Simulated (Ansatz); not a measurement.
CaO in the rock salt structure (space group Fm-3m, No. 225)

CaO has the cubic space group Fm-3m (No. 225), the rock salt structure, Pearson symbol cF8. Lattice parameters: a = b = c = 4.8308 Å, α = β = γ = 90.00°. Ca on 4a sees 6 O at 2.415 Å (octahedral). O on 4b has 6 Ca at 2.415 Å (octahedral). (Neighbours: up to the widest gap in distance over summed covalent radii, below 1.35, at either atom; cation-cation and far metal-metal contacts left out.)
(The calculation used a cell of 2 atoms; values per cell refer to that cell.)

The values are results of PBE (Ansatz, a program for electronic structure, PAW, no spin-orbit coupling), not measurements. Settings: 12×12×12 k-points, 0.05 eV Fermi–Dirac smearing.

```json
{
  "volume_per_atom": "14.09 Å³",
  "density": "3.30 g/cm³",
  "band_gap": "3.66 eV, indirect, Γ → X",
  "electron_mass": "1.4 mₑ along k, 0.44 mₑ across",
  "Hole mass (degenerate bands, along [100])": "0.35, 2.9, 2.9 mₑ",
  "Lowest conduction-band minima above the VBM": "X along ⟨100⟩ 3.66 eV; Γ 4.61 eV",
  "total_energy": "-1193.861 eV/atom (σ→0; compares only within this code and set-up)"
}
```

Masses are band curvatures over ±0.01 Å⁻¹ around the edge. Along k means along the line from Γ to the band edge. Whether these cells are dynamically stable was not tested.
